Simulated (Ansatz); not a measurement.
For GePd2 (P-62m, No. 189; cell taken from a computed entry), LDA (PAW; Ansatz, a quantum-chemistry and plane-wave program) gives:

| Property | Value |
|---|---|
| equilibrium lattice constant a | 6.629 Å |
| c axis length | 3.391 Å |
| cohesive energy | 5.49 eV/atom |

What does r²SCAN+rVV10 (plane waves, PAW; Ansatz) give for the same quantities?


- lattice constant a: 6.673 Å (increases by 0.7 %)
- lattice parameter c: 3.471 Å (increases by 2.4 %)
- cohesive energy: 4.84 eV/atom (drops by 0.65 eV/atom)

Changes are worked out from the printed values.

Unless a cell is named, each level is at its own relaxed cell (LDA 14.34, r²SCAN+rVV10 14.88 Å³/atom).

The crystal itself was run without spin with LDA, r²SCAN+rVV10; a magnetic state was not tried in these runs.

Caveats: the relaxation could not lower the start's symmetry, so the cell can be a saddle point above a distorted one (LDA, r²SCAN+rVV10). Ansatz's density-functional and Hartree–Fock values are scalar-relativistic unless marked +SOC, with PAW data made under PBE.
